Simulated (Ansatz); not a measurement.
Base system: Ta in the bcc (W type) structure (space group Im-3m, No. 229; a = 3.254 Å; relaxed with 0.1 eV smearing).

The values are results of LDA (Ansatz, a first-principles code, PAW, without spin-orbit coupling), not measurements.

Strains are applied to the cell and any free atomic positions relax.

One change was made to it. Results:

The pressure goes from zero to -3.2 GPa; the energy grows by 2.6 meV/atom.

Question: Which of these changes matches the shifts?
(A) isotropic strain +0.50 %
(B) isotropic strain +1.00 %
(C) isotropic strain +2.00 %
(D) isotropic strain −1.00 %

Answer: A, isotropic strain +0.50 %. For comparison, the energy relative to the base in the other runs: isotropic strain −1.00 % gives +11 meV/atom; isotropic strain +2.00 % gives +40 meV/atom; isotropic strain +1.00 % gives +10 meV/atom.

Stability against distortions was not tested. All final runs are without spin polarisation.
